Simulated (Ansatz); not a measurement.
Results of r²SCAN+rVV10 (plane waves, PAW; Ansatz, a quantum-chemistry and plane-wave program) for TiO₂ (C2/m, No. 12, 12 atoms in the cell; start mp-554278; a measured phase of this formula has another space group).

Settings: plane-wave cutoff 560 eV, 10×10×6 k mesh (along the axes of the cell as run), Fermi–Dirac smearing 0.01 eV, no spin polarisation, scalar-relativistic PAW data made under PBE.

Cell (relaxed at this level):

```cif
data_O8Ti4
_chemical_formula_sum 'Ti4 O8'
_space_group_name_H-M_alt 'P 1'
_space_group_IT_number 1
_cell_length_a 6.36134
_cell_length_b 6.36134
_cell_length_c 6.54721
_cell_angle_alpha 106.241
_cell_angle_beta 106.241
_cell_angle_gamma 34.063
loop_
_space_group_symop_operation_xyz
  'x, y, z'
loop_
_atom_site_label
_atom_site_type_symbol
_atom_site_fract_x
_atom_site_fract_y
_atom_site_fract_z
_atom_site_occupancy
Ti1 Ti 0.80548 0.80548 0.71691 1
Ti2 Ti 0.19452 0.19452 0.28309 1
Ti3 Ti 0.10061 0.10061 0.70954 1
Ti4 Ti 0.89939 0.89939 0.29046 1
O1 O 0.05847 0.05847 0.37079 1
O2 O 0.94153 0.94153 0.62921 1
O3 O 0.63832 0.63832 0.70560 1
O4 O 0.36168 0.36168 0.29440 1
O5 O 0.13267 0.13267 0.00364 1
O6 O 0.86733 0.86733 0.99636 1
O7 O 0.73593 0.73593 0.34741 1
O8 O 0.26407 0.26407 0.65259 1
```

**Question.** Give the computed band gap and smallest direct gap on the k points sampled.

**Answer.** 
- band gap = 3.22 eV (indirect)
- smallest direct gap on the k points sampled = 3.43 eV

Static lattice: no zero-point or thermal effects.

A start named mp-… is a Materials Project structure, which need not be a measured phase.
